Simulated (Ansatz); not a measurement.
System: Al vacancy in corundum (charge state -3). The step: one Al atom jumps into the vacancy from a nearby Al site; the atom moves 2.25 Å along (0.00, 0.00, 0.17) of the unit cell; the moving atom starts with neighbours 3 O at 1.85, 3 O at 2.01 Å and ends with 3 O at 1.85, 3 O at 2.01 Å. DFT values are from Ansatz (plane-wave PAW, 420 eV unless said) in a cell of 120 host sites, spin-restricted, static, with no finite-size correction. The charge state is imposed; whether it is stable for some Fermi level was not computed. Forms of the defect that were not tried may lie lower. For the PBE band: the saddle point's order was not checked, and it lies on a symmetry element of the cell, where a band can be held.

```
Level                                                                      Forward barrier (eV)  Cost of the band or of the saddle's single point
-------------------------------------------------------------------------  --------------------  ------------------------------------------------
CHGNet universal potential (has no charge state), its own band                             1.44                                                 -
PBE, the Γ point alone, band relaxed                                                       1.76                      very roughly 13 core-minutes
PBE, a 2×2×2 k-point mesh shifted by half a step along c, same geometries                  1.76                       very roughly 4 core-minutes
r2SCAN at 500 eV, the Γ point alone, same geometries                                       1.71                          roughly 100 core-seconds
```

Ansatz is a quantum-chemistry and plane-wave program.
